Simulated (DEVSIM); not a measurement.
System: Schottky contact on p-type InP, at 300 K.

Layer 1 from the left is InP, thickness (μm) 4.50, Na (cm⁻³) 2.9e15, τn (s) 2.4e-9, τp (s) 2.4e-9. Layer 2 from the left is InP, thickness (μm) 0.720, Na (cm⁻³) 2.6e18, τn (s) 2.4e-9, τp (s) 2.4e-9.

Left contact: Schottky, work function 4.864 eV, emission velocity 2.1e6 cm/s. Right contact: ohmic. Voltage is applied to the left contact. Recombination: SRH at mid-gap, radiative, Auger. Mobility is μmin + (μ − μmin)/(1 + (N/Nref)^α).

This is a model device: material constants are rounded textbook-type values typed into the input, and sizes, dopings and lifetimes were drawn at random. Values at 300 K.

InP: gap (eV) 1.344, affinity (eV) 4.38, permittivity 12.5, Nc (cm⁻³) 5.7e17, Nv (cm⁻³) 1.1e19, μn (cm²/Vs) 5200, μp (cm²/Vs) 170, μn,min 400, μp,min 10, Nref,n 3e17, Nref,p 4.9e17, αn 0.47, αp 0.62, B (cm³/s) 1.2e-10, Cn (cm⁶/s) 9e-31, Cp (cm⁶/s) 9e-31.

Simulated with DEVSIM: 1D drift-diffusion, Boltzmann statistics, complete ionisation; no tunnelling, impact ionisation, image-force lowering or self-heating. Metal contacts follow the ideal Schottky-Mott rule: no Fermi-level pinning, no interface dipoles.

Dark forward current:

```
|V| (V)  |J| (A/cm²)
-------  -----------
0.05        5.208e-8
0.10        3.907e-7
0.15        2.649e-6
0.20        1.780e-5
0.25       0.0001194
0.30       0.0007965
0.35        0.005268
0.40         0.03420
0.45          0.2105
0.50           1.083
0.55           3.728
0.60           8.381
0.65           14.36
0.70           21.12
0.75           28.36
0.80           35.90
0.85           43.65
0.90           51.57
0.95           59.60
1.00           67.73
1.05           75.94
1.10           84.21
1.15           92.53
1.20           100.9
1.25           109.3
1.30           117.8
```

Q: Work out the local ideality factor n = ΔV / (kT/q · ln(J2/J1)) between the rows 0.15 and 0.20 V, 1.25 and 1.30 V.

A: kT/q = 25.85 mV. From 0.15 to 0.20 V: ln(1.780e-5/2.649e-6) = 1.905, n = 1.02, near the 1 of diffusion or emission over a barrier. From 1.25 to 1.30 V: ln(117.8/109.3) = 0.075, n = 25.83.

Q: Estimate the current at 0.25 V for emission alone, J0 = q v N_band exp(−φB/kT), and read the barrier back from the simulated current.

A: φB = 0.860 eV, N_band = 1.10e19 cm⁻³, J0 = 1.32e-8 A/cm²; J = J0 (exp(qV/kT) − 1) = 0.000209 A/cm². The simulation gives 0.000119 A/cm²; the estimate lies 75 % above. Read backwards, the simulated current gives an apparent barrier of 0.874 eV. The estimate leaves out transport through the depletion region and minority injection.
